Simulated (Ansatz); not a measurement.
Subject: the formation energy of the neutral V_O in SrO (rock salt, Fm-3m). Reaction: 32 SrO (rock salt) → cell A + 1/2 O2 (gas).

Cell A: a supercell of 64 sites of SrO (rock salt, Fm-3m) with one empty O site amid 6 Sr; spin state with PBE: run without spin, k-point mesh 2×2×2.
```
CELL_PARAMETERS angstrom
     10.38980     0.00000     0.00000
      0.00000    10.38980     0.00000
      0.00000     0.00000    10.38980
ATOMIC_POSITIONS crystal
  Sr 0.24946 0.00000 0.00000
  O  0.00000 0.00000 0.00000
  Sr 0.25037 0.25037 0.25037
  O  0.00000 0.24989 0.24989
  Sr 0.00000 0.00000 0.24946
  O  0.24989 0.00000 0.24989
  Sr 0.00000 0.24946 0.00000
  O  0.24989 0.24989 0.00000
  Sr 0.24842 0.00000 0.50000
  O  0.00000 0.00000 0.50000
  Sr 0.25037 0.25037 0.74963
  O  0.00000 0.24989 0.75011
  Sr 0.00000 0.00000 0.75054
  O  0.24989 0.00000 0.75011
  Sr 0.00000 0.24842 0.50000
  O  0.24873 0.24873 0.50000
  Sr 0.24842 0.50000 0.00000
  O  0.00000 0.50000 0.00000
  Sr 0.25037 0.74963 0.25037
  O  0.00000 0.75011 0.24989
  Sr 0.00000 0.50000 0.24842
  O  0.24873 0.50000 0.24873
  Sr 0.00000 0.75054 0.00000
  O  0.24989 0.75011 0.00000
  Sr 0.24324 0.50000 0.50000
  O  0.00000 0.50000 0.50000
  Sr 0.25037 0.74963 0.74963
  O  0.00000 0.75011 0.75011
  Sr 0.00000 0.50000 0.75158
  O  0.24873 0.50000 0.75127
  Sr 0.00000 0.75158 0.50000
  O  0.24873 0.75127 0.50000
  Sr 0.75054 0.00000 0.00000
  O  0.50000 0.00000 0.00000
  Sr 0.74963 0.25037 0.25037
  O  0.50000 0.24873 0.24873
  Sr 0.50000 0.00000 0.24842
  O  0.75011 0.00000 0.24989
  Sr 0.50000 0.24842 0.00000
  O  0.75011 0.24989 0.00000
  Sr 0.75158 0.00000 0.50000
  O  0.50000 0.00000 0.50000
  Sr 0.74963 0.25037 0.74963
  O  0.50000 0.24873 0.75127
  Sr 0.50000 0.00000 0.75158
  O  0.75011 0.00000 0.75011
  Sr 0.50000 0.24324 0.50000
  O  0.75127 0.24873 0.50000
  Sr 0.75158 0.50000 0.00000
  O  0.50000 0.50000 0.00000
  Sr 0.74963 0.74963 0.25037
  O  0.50000 0.75127 0.24873
  Sr 0.50000 0.50000 0.24324
  O  0.75127 0.50000 0.24873
  Sr 0.50000 0.75158 0.00000
  O  0.75011 0.75011 0.00000
  Sr 0.75676 0.50000 0.50000
  Sr 0.74963 0.74963 0.74963
  O  0.50000 0.75127 0.75127
  Sr 0.50000 0.50000 0.75676
  O  0.75127 0.50000 0.75127
  Sr 0.50000 0.75676 0.50000
  O  0.75127 0.75127 0.50000
```

Reference: SrO (rock salt, Fm-3m), 64 atoms in the cell, the relaxed perfect crystal repeated, atoms not moved again, k-point mesh 2×2×2 on the run's own vectors.

Reference: an isolated O2 molecule (triplet) in a box of 11 × 11 × 13 Å.

Plane-wave PAW calculations with Ansatz (an electronic-structure program), its default PAW set, cutoff 420 eV, 500 eV for r2SCAN. The structures are at rest with PBE, within the held lattices; other levels are single points on them. Neutral cells; Fermi-Dirac smearing of at most 0.05 eV in the solids, energies taken to zero width. The lattices are those relaxed with PBE, so at other levels the solids can be strained, which adds to the spread. Larger cells are relaxed from a start prepared with the learned potential CHGNet till forces fall under 0.03 eV/Å, which some starts already meet. A dispersion term (D3(BJ), or D4 for r2SCAN) was computed beside these levels and is taken off wherever the name lacks it. Static lattices, no vibrational contributions. The structures are the rest points that the relaxations reached, not proven lowest. No correction for cell size. Mesh and cell size may move defect energies by 0.1 eV or more. The value holds for the reservoirs listed; other chemical potentials shift it. Cell A has symmetry Pm-3m within 0.02 Å and got no random move, so less symmetric positions, which may lie lower, weren't tried.

Question: Predict the value from r2SCAN.

Answer: 6.81 eV, for 32 SrO (rock salt) → cell A + 1/2 O2 (gas).

Question: List the value at the remaining levels and say how far they part.

Answer: 
| Method | value (eV) | less r2SCAN |
|---|---|---|
| HSE06 | 6.39 | -0.42 |

The levels shown span 0.42 eV, from HSE06 (6.39) to r2SCAN (6.81).
